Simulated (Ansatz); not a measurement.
Consider CoSi2 (space group Fm-3m, No. 225; not spin-polarised; relaxed with 0.1 eV smearing).

```
CELL_PARAMETERS angstrom
      0.00000     2.65775     2.65775
      2.65775     0.00000     2.65775
      2.65775     2.65775     0.00000
ATOMIC_POSITIONS crystal
  Co 0.00000 0.00000 0.00000
  Si 0.25000 0.25000 0.25000
  Si 0.75000 0.75000 0.75000
```

Cartesian axes are those of the cell as printed.

Calculations: r2SCAN, PAW, 500 eV (Ansatz, a quantum-chemistry and plane-wave program; without spin-orbit coupling).

Strains are applied to the cell and any free atomic positions relax.

One change was made to it. Results:

```tsv
quantity	base	after
energy relative to the base (free energy F)	0 meV/atom	+4.8 meV/atom
pressure	0.0 GPa	5.1 GPa
```

Task: Name the change that was made.
A. isotropic strain −0.18 %
B. isotropic strain −0.82 %
C. tensor shear ε_xy = −1.76 %

Result: B, isotropic strain −0.82 %. For comparison, the pressure in the other runs: tensor shear ε_xy = −1.76 % gives 0.1 GPa; isotropic strain −0.18 % gives 1.1 GPa.

Stability against distortions was not tested. Starting moments died away, wholly or in part, for the base; another magnetic solution may exist. The final runs are not spin-polarised. An odd electron count without spin: CoSi2.
